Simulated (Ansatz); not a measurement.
## Response to strain in CdSe

Take CdSe in the zinc blende structure (space group F-43m, No. 216) as the base.

```
CdSe
1.0
    0.00000     3.00374     3.00374
    3.00374     0.00000     3.00374
    3.00374     3.00374     0.00000
Cd Se
1 1
Direct
  0.00000   0.00000   0.00000
  0.25000   0.25000   0.25000
```

Cartesian axes are those of the cell as printed.

Strains are applied to the cell and any free atomic positions relax; under biaxial strain the out-of-plane vector relaxes too.

Computed with DFT with LDA, PAW potentials and a 420 eV plane-wave cutoff in Ansatz (an electronic-structure program), scalar-relativistic without spin-orbit coupling.

Notes on the quantities. energy relative to the base: free energy F; pressure: mean of the normal stresses, compression positive.

| variant | energy relative to the base | ratio −ε⊥/ε∥ | pressure |
|---|---|---|---|
| base | 0 meV/atom | – | 0.00 GPa |
| biaxial strain −2.50 %, plane normal [111], relaxed out of plane | +10 meV/atom | 0.94 | 1.58 GPa |
| biaxial strain −2.08 %, plane normal [111], relaxed out of plane | +6.9 meV/atom | 0.94 | 1.31 GPa |
| biaxial strain −1.67 %, plane normal [111], relaxed out of plane | +4.4 meV/atom | 0.94 | 1.05 GPa |
| biaxial strain −1.25 %, plane normal [111], relaxed out of plane | … | 0.94 | … |
| biaxial strain −0.83 %, plane normal [111], relaxed out of plane | +1.1 meV/atom | 0.95 | 0.52 GPa |
| biaxial strain −0.42 %, plane normal [111], relaxed out of plane | +0.3 meV/atom | – | 0.26 GPa |
| biaxial strain +0.42 %, plane normal [111], relaxed out of plane | +0.3 meV/atom | – | -0.26 GPa |
| biaxial strain +2.50 %, plane normal [111], relaxed out of plane | +9.6 meV/atom | 0.90 | -1.50 GPa |

Problem. Some entries are withheld; estimate them.

Solution. 
- biaxial strain −1.25 %, plane normal [111], relaxed out of plane, energy relative to the base: +2.5 meV/atom
- biaxial strain −1.25 %, plane normal [111], relaxed out of plane, pressure: 0.79 GPa

No phonon test of stability was made.
